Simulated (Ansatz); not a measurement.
## Formation energy of TiSi2 (Cmcm) from the elements: levels of theory

Consider the formation energy of TiSi2 (Cmcm) from the elements. Reaction: Ti (hcp) + 2 Si (diamond) → TiSi2 (Cmcm). A negative value means that the right-hand side lies lower. The value is per atom of the solid.

TiSi2 (Cmcm), 6 atoms in the cell; spin state with PBE: run without spin. Conventional cell: a = 3.5474 Å, b = 13.5615 Å, c = 3.5793 Å, α = β = γ = 90.00°.

Setting: static, neutral cells in Ansatz (PAW) whose structures rest at the PBE level. Ansatz (a first-principles code) runs with its PAW set soft_1. Other levels take these structures, unless marked own geometry. The lattices are those relaxed with PBE, so at other levels the solids can be strained, which adds to the spread. A dispersion term (D3(BJ), or D4 for r2SCAN) was computed beside these levels and is taken off wherever the name lacks it.

```tsv
Method	value (eV/atom)
PBE	-0.57
PBE+D3(BJ)	-0.68
LDA	-0.68
PBEsol	-0.67
RPBE	…
r2SCAN+D4	…
r2SCAN (own geometry)	-0.55
```

Q: Fill in the missing entries.

A: 
- RPBE, value (eV/atom): -0.52
- r2SCAN+D4, value (eV/atom): -0.59

The levels shown span 0.16 eV/atom, from PBE+D3(BJ) (-0.68) to RPBE (-0.52).

Rough cost of one single point on TiSi2 (Cmcm), against PBEsol's on the same shared machine and with each level's own mesh and cutoff: r2SCAN within a factor of 2.
